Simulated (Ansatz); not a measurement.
Base system: MoTe₂ in the 2H-MoS2 type structure (space group P6_3/mmc, No. 194; a = 3.542 Å, c = 14.182 Å; layered, stacked along the Cartesian z axis). Axes: x lies along a and z along c of the hexagonal cell.

Computed with Kohn–Sham DFT with the r2SCAN+rVV10 functional, run in Ansatz (a quantum-chemistry and plane-wave program) with PAW and 500 eV plane waves, scalar-relativistic without spin-orbit coupling.

Modification: uniaxial strain ε_xx = +3.34 %, all other strain components held at zero, atoms relaxed at fixed cell.

### Question
Predict the stress tensor and what it implies for the stiffness.

### Answer
Stress of the strained cell less that of the base (GPa, compression positive):
```
  -3.75    0.00    0.00
   0.00   -1.12    0.00
   0.00    0.00   -0.33
```

Then −Δσ_ii/ε with ε = 0.0334 gives secant stiffness values (nonlinear terms included at this strain): C11 ≈ 112 GPa, C12 ≈ 34 GPa and C13 ≈ 10 GPa.

As a check, the harmonic strain energy −½ V₀ Δσ:ε is 10 meV/atom; the computed energy rise is 11 meV/atom.

Stability against distortions was not tested.
